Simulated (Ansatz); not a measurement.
Base system: SnS in the GeS type structure (space group Pnma, No. 62).

```
SnS
1.0
   11.15496     0.00000     0.00000
    0.00000     3.99977     0.00000
    0.00000     0.00000     4.26144
Sn S
4 4
Direct
  0.61841   0.75000   0.61182
  0.88159   0.25000   0.11182
  0.38159   0.25000   0.38818
  0.11841   0.75000   0.88818
  0.35287   0.75000   0.97527
  0.14713   0.25000   0.47527
  0.64713   0.25000   0.02473
  0.85287   0.75000   0.52473
```

Calculations: PBE-D3(BJ) in Ansatz (plane waves to 420 eV, PAW, spin-orbit coupling left out).

For the base:

| Item | Value |
|---|---|
| Pressure | 0.00 GPa |

Now apply this change: an isotropic linear strain of −1.28 %; the atoms relax in the strained cell.

**Question.** What happens to the pressure?

**Answer.** The pressure (mean of the normal stresses, compression positive) goes from zero to 1.69 GPa.

**Question.** What happens to the energy relative to the base?

**Answer.** The energy increases by 4.5 meV/atom.

Stability against distortions was not tested.

Ansatz is an electronic-structure program.
